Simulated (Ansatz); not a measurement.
A computed series for ZrS2: response to strain

Consider ZrS2 in the CdI2 type structure (space group P-3m1, No. 164; a = 3.635 Å, c = 5.720 Å; layered, stacked along the Cartesian z axis).

Strains are applied to the cell and any free atomic positions relax.

The values are results of Ansatz (a program for electronic structure), PBE-D3(BJ), PAW, cutoff 420 eV, no SOC, not measurements.

Candidates:
(a) isotropic strain +2.50 %
(b) isotropic strain +3.00 %
(c) isotropic strain −0.50 %
(d) isotropic strain −1.00 %

Base values:

```
Property    Value
--------  -------
Band gap  0.66 eV
```

Question: Order them by band gap, lowest first.

Answer: (d) isotropic strain −1.00 % (0.52 eV), (c) isotropic strain −0.50 % (0.59 eV), (a) isotropic strain +2.50 % (0.96 eV), (b) isotropic strain +3.00 % (1.01 eV)

No phonon test of stability was made.
